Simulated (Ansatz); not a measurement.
**Antifluorite K2S**

Method: PBE (plane waves, PAW; Ansatz, a quantum-chemistry and plane-wave program).

Run with plane-wave cutoff 520 eV, 8×8×8 k mesh, Fermi–Dirac smearing 0.01 eV, scalar-relativistic PAW data made under PBE.

Cell: measured lattice: a = 7.391 Å, b = 7.391 Å, c = 7.391 Å, α = 90.00°, β = 90.00°, γ = 90.00°.

| Item | Value |
|---|---|
| band gap | 2.40 eV (indirect) |
| smallest direct gap on the k points sampled | 2.60 eV |

Note: cell and atoms aren't relaxed at this level (pressure 0.6 GPa).
